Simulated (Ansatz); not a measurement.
A self-consistent single point of a (001) slab of P (cut from a parent of space group no. 166; 6 atoms in the cell) with Ansatz (a program for electronic structure).

Method of the run: PBEsol, default PAW files made with PBE (plane waves; Ansatz).

```yaml
crystal:
  lattice:
    - [3.46180, 0.00000, 0.00000]
    - [-1.73090, 2.99801, 0.00000]
    - [0.00000, 0.00000, 21.41602]
  atoms:
    - { symbol: P, position: [0.33333, 0.66667, 0.67314] }
    - { symbol: P, position: [0.00000, 0.00000, 0.62001] }
    - { symbol: P, position: [0.00000, 0.00000, 0.37999] }
    - { symbol: P, position: [0.66667, 0.33333, 0.32686] }
    - { symbol: P, position: [0.66667, 0.33333, 0.52656] }
    - { symbol: P, position: [0.33333, 0.66667, 0.47344] }
```

Reference input (self-consistent single point, DFT, PBEsol, plane waves, default PAW files made with PBE): basis.ecutwfc = 420 eV; kpoints.mp_grid.grid = 10 10 1; hamiltonian.xc = pbesol; hamiltonian.pseudopotentials = {kind: paw} (the program's default PAW files); scf.occupations.method = gaussian; scf.occupations.width = 0.1 eV. This run's input differs from it in these lines:

Ansatz 0.2 input:
```diff
@@ -16,3 +16,3 @@
   mp_grid:
-    grid: [10, 10, 1]
+    grid: [24, 24, 1]
 hamiltonian:
```

Output (repeated stretches shortened):

```
SCF iter   1: F=—  HF=-4440.044884 eV  |F-HF|=—  |Δ(HF+E_count)|=         —  Δρ=2.53e-3  dr2=5.98e-2  ethr=1.77e-3  ⟨swp⟩=10.7  Hψ=10252  notcnv=0
all-band conjugate gradients solve this SCF's bands
preconditioner: auto → LDOS
SCF iter   2: F=—  HF=-4440.040955 eV  |F-HF|=—  |Δ(HF+E_count)|=   3.93e-3  Δρ=1.07e-3  dr2=2.00e-2  ethr=1.99e-4  ⟨swp⟩=2.7  Hψ=2607  notcnv=0  defer=6
   [... lines left out ...]
SCF iter   4: F=—  HF=-4440.038498 eV  |F-HF|=—  |Δ(HF+E_count)|=   2.16e-5  Δρ=1.10e-4  dr2=1.20e-4  ethr=1.80e-6  ⟨swp⟩=2.6  Hψ=2312  notcnv=0  defer=6
SCF iter   5: F=—  HF=-4440.038481 eV  |F-HF|=—  |Δ(HF+E_count)|=   1.63e-5  Δρ=2.87e-5  dr2=1.99e-6  ethr=4.01e-7  ⟨swp⟩=2.2  Hψ=1770  notcnv=0  defer=6
SCF iter   6: F=—  HF=-4440.038538 eV  |F-HF|=—  |Δ(HF+E_count)|=   5.65e-5  Δρ=8.95e-6  dr2=2.14e-7  ethr=6.63e-9  ⟨swp⟩=2.1  Hψ=2231  notcnv=0  defer=3
SCF iter   7: F=-4440.038538 eV  HF=-4440.038538 eV  |F-HF|=8.32e-9  |Δ(HF+E_count)|=   1.35e-7  Δρ=1.95e-6  dr2=9.79e-9  ethr=3.33e-10  ⟨swp⟩=11.4  Hψ=7501  notcnv=0
SCF 1 converged in 7 iterations: F = -4440.038538 eV  dr2 = 9.79e-9
Free energy (F): -4440.038538 eV
Internal energy: -4440.031908 eV  (E = F + TS)
E sigma→0 (E₀):  -4440.035223 eV
Entropy (-TS):   -0.006630 eV (-1.105 meV/atom)
Fermi energy:    1.790615 eV
--- Forces (eV/Å), atoms counted from 1 ---
  atom   1  P      0.00000000    -0.00000000    -0.04395035
  atom   2  P      0.00000000    -0.00000000    -0.33829401
  atom   3  P     -0.00000000     0.00000000     0.33829401
  atom   4  P      0.00000000     0.00000000     0.04395035
  atom   5  P     -0.00000000     0.00000000     0.21155269
  atom   6  P     -0.00000000    -0.00000000    -0.21155269
--- Stress (GPa, compression-positive) ---
       -2.686801      -0.000000      -0.000000
       -0.000000      -2.686801      -0.000000
       -0.000000      -0.000000      -1.314809
  P = ⅓ Tr σ = -2.2295 GPa (-22.295 kbar)
  The stress holds the Pulay correction. Without it, at fixed plane waves, as pw.x and ABINIT print it: P = -2.2445 GPa
```

The run converged in 7 iterations. Against the reference run the free energy goes up by 2.8 meV/atom and the largest force goes from 0.316 to 0.338 eV/Å.

The starting cell comes from a database of computed structures (which also holds hypothetical and non-ambient phases and stackings), without a prior relaxation at this level. The slab is cut from that crystal, and its faces are unrelaxed. Its lattice was rescaled by up to half a per cent. Spin polarisation is off, though cut faces can carry moments; the slab shows no gap.
